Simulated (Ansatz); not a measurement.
Reference: GaN (P6_3mc), r2SCAN with spin-orbit coupling, rigid bands (plane waves, PAW; Ansatz, a first-principles code); geometry: cell and atoms relaxed with PBEsol.

```cif
data_Ga2N2
_chemical_formula_sum 'Ga2 N2'
_space_group_name_H-M_alt 'P63mc'
_space_group_IT_number 186
_space_group_name_Hall 'P 6c -2c'
_cell_length_a 3.18259
_cell_length_b 3.18259
_cell_length_c 5.18543
_cell_angle_alpha 90.000
_cell_angle_beta 90.000
_cell_angle_gamma 120.000
loop_
_atom_site_label
_atom_site_type_symbol
_atom_site_symmetry_multiplicity
_atom_site_Wyckoff_symbol
_atom_site_fract_x
_atom_site_fract_y
_atom_site_fract_z
_atom_site_occupancy
Ga1 Ga 2 b 0.66667 0.33333 0.49919 1
N1 N 2 b 0.33333 0.66667 0.37581 1
```

| Item | Result |
|---|---|
| band gap | 2.35 eV |
| electron conductivity mass | 0.193 mₑ |
| hole conductivity mass | 1.52 mₑ |
| Seebeck coefficient, n-type 1e19 cm⁻³ | -111 μV/K |

Problem. Replace Ga by Al on the same sites and relax. What happens?

Solution. AlN (P6_3mc): volume per atom 11.4 to 10.5 Å³; band gap rises (2.35 eV to 4.82 eV); electron conductivity mass rises (0.193 mₑ to 0.31 mₑ); hole conductivity mass falls (1.52 mₑ to 1.00 mₑ); Seebeck coefficient, n-type 1e19 cm⁻³ rises in size (-111 μV/K to -159 μV/K).

Moves up to 5 % count as about the same. Masses are for dilute carriers at 300 K, harmonic means over directions unless an axis is named. Seebeck coefficients are for the stated density at 300 K, with one relaxation time for all states and whether or not that doping can be reached.
